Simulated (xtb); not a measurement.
xtb 6.7.1, GFN2-xTB: hexafluorobutadiene triplet (FC(F)=C(F)C(F)=C(F)F), charge 0, multiplicity 3, 10 atoms. The geometry is a generated start, not checked to be a minimum at this level.

```yaml
method: GFN2-xTB
"--acc": 1 (default)
"--etemp (K)": 300 (default)
detailed input (--input): "none: ANC optimiser, Lindh (1995) Hessian, microcycle=20, maxdispl=1.0, hlow=0.01 (default)"
basis_functions: 40
valence_electrons: 58
```

```xyz
10

F      2.2508    -0.2724    -1.2088
C      1.8526    -0.1728     0.0390
F      2.8720    -0.2301     0.8722
C      0.5788    -0.0328     0.4350
F      0.3330     0.0553     1.7495
C     -0.5802     0.0353    -0.4385
F     -0.3299    -0.0452    -1.7530
C     -1.8540     0.1706    -0.0413
F     -2.2441     0.2605     1.2115
F     -2.8790     0.2316    -0.8656
```

Charge 0 and multiplicity 3 are set for this test and not shown to be the ground state. GFN-xTB has no spin term: --uhf 2 sets the occupations alone.

The structure is relaxed from this start with --opt LEVEL for the levels crude, sloppy, loose, lax, normal, tight, vtight, extreme, once each. Up to the end of the extreme run atoms move by at most 0.20 Å along an axis.

Question: What is the loosest level that ends within 5 meV of the extreme run, and how many cycles does it take?

Answer: tight: 29 cycles against 33, ending 0.0082 meV above.

```csv
level,cycles,energy above the extreme run (meV),gradient norm (eV/Å)
crude,4,51,0.19
sloppy,5,50,0.100
loose,5,50,0.100
lax,6,50,0.076
normal,7,50,0.034
tight,29,under 0.01,0.0075
vtight,31,under 0.01,0.0033
extreme,33,—,0.0011
```
